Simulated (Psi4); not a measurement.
Psi4 1.11, PBE0/def2-svp: Si(Cl)(OH)2(SeH) (O[Si](O)(Cl)[SeH]), 8 atoms. The geometry is a generated start, not checked to be a minimum at this level.

```
Quantity                              Value
--------------------------  ---------------
task                                 energy
method                                 pbe0
basis                              def2-svp
memory                                 3 GB
maxiter                                 100
keys of the molecule block      symmetry c1
scf_type                       df (default)
e_convergence               1e-06 (default)
d_convergence               1e-06 (default)
dft_radial_points              75 (default)
dft_spherical_points          302 (default)
basis functions                         111
grid points                          170764
```

```xyz
8

O     -1.3823    -1.0697    -0.5348
Si    -0.2835    -0.2197     0.2750
O     -0.4688     1.3445    -0.1088
Cl    -0.6337    -0.5651     2.2127
Se     1.7961    -0.8957    -0.4089
H     -1.4241    -1.0331    -1.4887
H     -0.0251     2.0443     0.3637
H      2.4214     0.3945    -0.3102
```

With the defaults (diis = true, scf_initial_accelerator = adiis, damping_percentage = 0, diis_max_vecs = 10, soscf = false, soscf_start_convergence = 0.01, guess = auto, which took SAD) it converges in 9 SCF iterations. One run each on 2 threads, with these changes:
- scf_initial_accelerator = none
- soscf = true
- soscf = true, soscf_start_convergence = 0.001
- diis_max_vecs = 6
- guess = core
- guess = sadno
- diis_max_vecs = 3
- diis = false, scf_initial_accelerator = none, damping_percentage = 60
- damping_percentage = 20

Problem. Which of these changes keep the SCF from converging, or lead it to another solution?

Solution. No convergence: diis = false, scf_initial_accelerator = none, damping_percentage = 60 (the run ends without SCF convergence in 100 iterations). The rest reach the solution of the defaults.

| setting | SCF iterations | JK calls | end |
|---|---|---|---|
| soscf = true | 6 | 17 | same solution |
| soscf = true, soscf_start_convergence = 0.001 | 7 | 18 | same solution |
| the defaults | 9 | 10 | same solution |
| scf_initial_accelerator = none | 9 | 10 | same solution |
| diis_max_vecs = 6 | 9 | 10 | same solution |
| guess = sadno | 10 | 10 | same solution |
| diis_max_vecs = 3 | 12 | 13 | same solution |
| guess = core | 13 | 13 | same solution |
| damping_percentage = 20 | 18 | 19 | same solution |
| diis = false, scf_initial_accelerator = none, damping_percentage = 60 | 100 | 101 | no convergence |

An SOSCF iteration holds several JK calls; a Hückel guess adds calls on atoms.
